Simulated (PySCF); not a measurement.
PySCF 2.14.0, BP86/def2-svp, df: B(Me)(OSiH3)2 (CB(O[SiH3])O[SiH3]), 15 atoms. The geometry is a generated start, not checked to be a minimum at this level.

| Property | Value |
|---|---|
| task | energy |
| method | bp86 |
| basis | def2-svp |
| two-electron scheme | density fitting |
| mol.max_memory | 3000 MB |
| mf.max_cycle | 100 |
| mf.conv_tol | 1e-09 (default) |
| mf.grids.level | 3 (default) |
| basis functions | 137 |
| grid points | 182960 |

```xyz
15

B      0.3076     0.2078     0.3766
C      0.8184     1.4707     1.2104
H      1.5088     1.1888     1.9990
H     -0.0194     1.9957     1.6646
H      1.3204     2.1826     0.5588
O     -0.5640     0.3520    -0.6301
Si    -1.5676     1.1710    -1.5813
H     -2.9083     0.9584    -1.0364
H     -1.3899     0.5776    -2.9067
H     -1.2356     2.5988    -1.5944
O      0.7567    -1.0164     0.6818
Si     0.7343    -2.6009     0.3624
H     -0.5959    -3.1333     0.6652
H      1.7582    -3.1151     1.2717
H      1.0763    -2.8376    -1.0417
```

With the defaults (mf.DIIS = CDIIS, mf.diis = true, mf.level_shift = 0, mf.damp = 0, mf.diis_start_cycle = 1, mf.init_guess = minao, mf.diis_space = 8) it converges in 13 Fock builds. One run each on 2 threads, 1 BLAS thread, with these changes:
- mf.damp = 0.7, mf.diis_start_cycle = 8
- mf.level_shift = 0.3 Hartree
- mf.DIIS = ADIIS
- mf.DIIS = EDIIS
- mf.diis_space = 3
- mf.diis = false, mf.damp = 0.7, mf.diis_start_cycle = 999
- mf.init_guess = mod_huckel
- mf.diis_space = 20
- mf.diis = false

Question: Which of these changes keep the SCF from converging, or lead it to another solution?

Answer: No convergence: mf.DIIS = EDIIS; mf.diis = false (the run ends without SCF convergence in 100 cycles). The rest reach the solution of the defaults.

| setting | Fock builds | end |
|---|---|---|
| the defaults | 13 | same solution |
| mf.diis_space = 20 | 13 | same solution |
| mf.init_guess = mod_huckel | 14 | same solution |
| mf.level_shift = 0.3 Hartree | 15 | same solution |
| mf.damp = 0.7, mf.diis_start_cycle = 8 | 15 | same solution |
| mf.diis_space = 3 | 21 | same solution |
| mf.DIIS = ADIIS | 23 | same solution |
| mf.diis = false, mf.damp = 0.7, mf.diis_start_cycle = 999 | 25 | same solution |
| mf.DIIS = EDIIS | 101 | no convergence |
| mf.diis = false | 101 | no convergence |
